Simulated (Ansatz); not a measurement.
The starting structures come from a database of crystals and need not be the phases stable at ambient conditions.

The decay constant κ of evanescent states in the gap governs leakage through a thin film.

Here is the system:

```xyz
20
Lattice="7.5958 0.0000 0.0000 0.0000 7.6469 0.0000 3.7155 0.0000 3.7970" Properties=species:S:1:pos:R:3 pbc="T T T"
Ti     9.4451     3.8522     1.8984
Ti     1.8662     0.0288     1.8987
Ti     5.6557     0.0288     1.8901
Ti     5.6556     3.8522     1.9069
Cd     7.6994     5.7561     3.6810
Cd     3.6119     1.9326     0.1160
Cd     7.4758     1.9326     0.1834
Cd     3.8355     5.7561     3.6136
O      6.0129     7.2496     0.0303
O      5.2984     3.4261     3.7667
O      7.5780     3.4261     2.2151
O      3.7333     7.2496     1.5819
O      9.8137     4.1602     3.7861
O      1.4976     0.3367     0.0109
O      7.5350     0.3367     2.2995
O      3.7763     4.1602     1.4975
O      5.4272     1.8852     1.4426
O      5.8841     5.7087     2.3544
O      9.0027     5.7087     1.6602
O      2.3086     1.8852     2.1368
```

Space group of this cell: Pna2_1. The cell is taken as given; by PBEsol its mean pressure is -2.4 GPa.

Transport runs along the normal of the first two printed cell vectors.

No gap correction and no spin-orbit coupling; mid-gap values are interpolated between computed energies.

Problem. Estimate the band gap and the smallest decay constant κ at mid-gap that Ansatz (a first-principles code) with PBEsol returns for this system.

Solution. Gap 2.28 eV on a 8×4×8 mesh; κ = 0.270 1/Å, at the zone centre.
